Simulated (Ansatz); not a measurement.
Pt3Ti: energy against volume

Pt3Ti (L1_2, Pm-3m, 14.825 Å³/atom and stress up to 0.01 GPa in the relaxed cell, cube axes along x, y and z) under an equal strain ε along all three axes. PBEsol in Ansatz, a plane-wave DFT program (PAW, default set), 420 eV, 15×15×15 Γ-centred mesh, Fermi-Dirac smearing 0.10 eV; ions are relaxed, or left where forces stay under 0.02 eV/Å, within the symmetry of each cell.

Here V stands for volume and E for E less E0.

```csv
volume (Å³/atom),E less E0 (meV/atom),pressure (GPa)
14.0392,38.40,16.58
14.2981,16.61,10.53
14.5602,4.02,5.02
14.8255,0.00,0.00
15.0939,3.96,-4.56
15.3656,15.34,-8.69
15.6405,33.60,-12.43
16.2002,?,?
```

The 7 complete rows are fitted with the third-order Birch-Murnaghan form, a cubic in V^(-2/3), E against V. With u = V^(-2/3) - 0.166, the rows have u = 0.005832, 0.003752, 0.001709, -0.000298, -0.002268, -0.004204, -0.006106. Least squares gives E = 0.082 + 566.5·u + 1011089·u² + 3153851·u³. Residuals (row less fit): -0.001, 0.002, 0.001, -0.003, -0.001, 0.004, -0.002; standard error 0.004 (degrees of freedom: 3). Its minimum lies at u = -0.000281, so V0 = (0.165719)^(-3/2) = 14.82. There d²E/du² = 2017000 and d³E/du³ = 1.892e7, so B0 = (4/9) × 14.82^(-7/3) × 2017000 × 0.160218 = 266 GPa (the last factor turns the table's units into GPa), and B0' = 4 + (2/3) × 0.165719 × (1.892e7)/2017000 = 5.0. B0' rests on the cubic coefficient alone and has a standard error of 0.1 from these residuals.

Problem. What does the fit predict for E at V = 16.2002, and how far is the calculated value from it?

Solution. u = -0.009810, so E = 0.082 + 566.5 × (-0.009810) + 1011089 × (-0.009810)² + 3153851 × (-0.009810)³ = 88.850 meV/atom. The calculation gives 88.85 meV/atom, which the fit meets to the printed digits. The row lies outside the fitted rows, so this is an extrapolation. The scatter of the fitted rows lies at the last printed digit.

In a metal these values are sensitive to mesh and smearing; energies are taken to zero smearing, stresses follow the free energy. The runs aren't spin-polarised. Spin-orbit coupling is left out, which can shift these values for the heavy elements here. Other structures, which can take over under pressure, weren't tried. The same form fitted to the pressure column gives B0' = 5.0; series where the two differ by over 0.4 aren't shown. Rows are the converged runs of the series near zero and its far end, less any whose ions stayed unrelaxed beside relaxed ones; series whose fitted rows scatter by over a few per cent of the range, as at a crossing or softening among them, aren't shown in this form.
